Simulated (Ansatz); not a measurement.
# A computed series for CrPdO2: response to strain

The reference is CrPdO2 (space group R-3m, No. 166; ferromagnetic; a model cell, its experimental status unchecked; relaxed with 0.1 eV smearing).

```
CELL_PARAMETERS angstrom
      1.45789     0.84171     5.98298
     -1.45789     0.84171     5.98298
      0.00000    -1.68343     5.98298
ATOMIC_POSITIONS crystal
  Pd 0.00000 0.00000 0.00000
  Cr 0.50000 0.50000 0.50000
  O  0.11155 0.11155 0.11155
  O  0.88845 0.88845 0.88845
```

Cartesian axes are those of the cell as printed.

Strains are applied to the cell and any free atomic positions relax; under biaxial strain the out-of-plane vector relaxes too.

Calculations: PBEsol (Ansatz, a quantum-chemistry and plane-wave program, PAW, no spin-orbit coupling).

Notes on the quantities. energy relative to the base: free energy F; pressure: mean of the normal stresses, compression positive.

| change | energy relative to the base | largest site moment | pressure |
|---|---|---|---|
| base | 0 meV/atom | 2.24 μB | 0.0 GPa |
| biaxial strain −0.81 %, plane normal [001], relaxed out of plane | +1.3 meV/atom | 2.22 μB | 1.6 GPa |
| isotropic strain −2.70 % | +52 meV/atom | 2.14 μB | 20.6 GPa |
| isotropic strain −2.22 % | +34 meV/atom | 2.16 μB | 16.3 GPa |
| isotropic strain +1.75 % | +18 meV/atom | 2.29 μB | -9.5 GPa |
| isotropic strain +2.24 % | +29 meV/atom | 2.30 μB | -11.7 GPa |
| isotropic strain +5.67 % | +165 meV/atom | 2.38 μB | -22.6 GPa |
| uniaxial strain ε_zz = +2.70 % | +12 meV/atom | 2.24 μB | -6.4 GPa |

Stability against distortions was not tested. No Hubbard U is applied and the magnetic state is the run's own (CrPdO2 ferromagnetic); other magnetic orders, which need larger cells, were not tried and can change the gap.
